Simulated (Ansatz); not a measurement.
System: Ca(OH)₂ (P-3m1, No. 164). Method: LDA (Ansatz, a quantum-chemistry and plane-wave program, PAW).

Run with plane-wave cutoff 520 eV, 12×12×8 k mesh (along the axes of the cell as run), Fermi–Dirac smearing 0.01 eV, scalar-relativistic PAW data made under PBE.

Shape and atoms are relaxed at each volume.

Pressure at four volumes; x = ln(V/9.788 Å³). One pressure is withheld.

| V (Å³/atom) | x | P (GPa) |
|---|---|---|
| 9.397 | -0.0408 | 2.31 |
| 9.788 | 0.0000 | 0.00 |
| 9.984 | 0.0198 | -0.92 |
| 10.180 | 0.0393 | ? |

Problem. Pass a parabola P(x) through the three rows shown, estimate the bulk modulus and its pressure derivative near zero pressure, and predict the withheld pressure.

Solution. Slopes between the rows: (0.00 − (2.31))/(0.0000 − (-0.0408)) = -56.62 and (-0.92 − (0.00))/(0.0198 − (0.0000)) = -46.46 GPa. Their difference over the span 0.0606 is c = 10.16/0.0606 = 167.7 GPa, so P(x) = 2.31 + (-56.62)(x − (-0.0408)) + 167.7 (x − (-0.0408))(x − (0.0000)). At the middle row B = −dP/dx = −[-56.62 + 167.7 × 0.0408] = 49.8 GPa, and B′ = dB/dP = 2c/B = 6.7. At x = 0.0393 the parabola gives -1.70 GPa; the run gives -1.68 GPa. The Birch–Murnaghan fit to the energies at all volumes has B0 = 49.4 GPa and B′ = 7.2.

Note: the relaxation could not lower the start's symmetry, so the cell can be a saddle point above a distorted one; the volume lies 11 % below that of the published cell.
